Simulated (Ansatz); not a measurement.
Consider Si (space group Cmcm, No. 63; a = 3.825 Å, b = 10.695 Å, c = 12.653 Å; a cell from a computed database, its experimental status unchecked). Axes: x, y, z lie along a, b, c of the conventional cell.

Calculations: plane-wave PAW DFT at the PBEsol level (Ansatz, a program for electronic structure, 420 eV), no SOC.

Before the change:

- Shortest interatomic distance = 2.335 Å
- Smallest direct gap = 0.49 eV
- Band gap = 0.39 eV

It is then changed as follows: biaxial strain +0.78 %, plane normal [001], relaxed out of plane (Cartesian); in-plane vectors clamped, the third vector and the atoms free.

Question: Predict the new in-plane stress.

Answer: The mean in-plane stress (compression positive) is -1.5 GPa.

Question: Estimate the effect on the out-of-plane strain.

Answer: The out-of-plane strain comes out as -0.46 %.

Question: What does the calculation give for the shortest interatomic distance after the change?

Answer: The shortest interatomic distance increases by 0.014 Å, from 2.335 Å to 2.349 Å.

Question: Estimate the effect on the smallest direct gap.

Answer: The smallest direct gap grows by 0.020 eV to 0.50 eV.

Question: Estimate the effect on the band gap.

Answer: The band gap rises by 0.02 eV (0.39 eV → 0.41 eV).

Stability against distortions was not tested. This is not the structure that Si has at room temperature and ambient pressure.
